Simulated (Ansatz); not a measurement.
**What biaxial strain −1.01 %, plane normal [001], relaxed out of plane does to AlRu**

Start from AlRu in the CsCl type structure (space group Pm-3m, No. 221; a = 2.983 Å; relaxed with 0.1 eV smearing). Axes: x, y, z lie along the cube axes.

It is then changed as follows: biaxial strain −1.01 %, plane normal [001], relaxed out of plane (Cartesian); in-plane vectors clamped, the third vector and the atoms free.

Computed with Ansatz (a quantum-chemistry and plane-wave program) r2SCAN, no SOC. Settings: 19×19×19 k-points, 0.1 eV Fermi–Dirac smearing.

The volume per atom shrinks by 0.14 Å³ (13.27 Å³ → 13.13 Å³) and the space group changes from Pm-3m (No. 221) to P4/mmm (No. 123). The shortest interatomic distance decreases by 0.017 bohr (4.882 bohr → 4.865 bohr) and the energy increases by 3.1 meV/atom. The band gap stays zero and the out-of-plane strain amounts to +0.94 %. The ratio −ε⊥/ε∥ is 0.93 and the mean in-plane stress (compression positive) is +3.8 GPa.

Final structure (turned so that z lies along the plane normal):

```xyz
2
Lattice="2.9530 0.0000 0.0000 0.0000 2.9530 0.0000 0.0000 0.0000 3.0113" Properties=species:S:1:pos:R:3 pbc="T T T"
Al     0.0000     0.0000     0.0000
Ru     1.4765     1.4765     1.5056
```

Stability against distortions was not tested. All final runs are without spin polarisation.
